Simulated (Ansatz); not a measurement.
Start from CdSe in the zinc blende structure (space group F-43m, No. 216; a = 6.0816 Å). Axes: x, y, z lie along the cube axes.

Computed with PBEsol (Ansatz, a program for electronic structure, PAW, no spin-orbit coupling).

The change: every lattice vector is shortened by 1.00 %, atoms relaxed at fixed cell.

Predict the stress tensor and what it implies for the stiffness.

Stress of the strained cell less that of the base (GPa, compression positive):
```
   1.69    0.00    0.00
   0.00    1.69    0.00
   0.00    0.00    1.69
```

Then B = −ΔP/(ΔV/V₀) with ΔV/V₀ = -0.0297 gives secant stiffness values (nonlinear terms included at this strain): B ≈ 57 GPa.

As a check, the harmonic strain energy −½ V₀ Δσ:ε is 4.4 meV/atom; the computed energy rise is 4.3 meV/atom.

Whether these cells are dynamically stable was not tested.
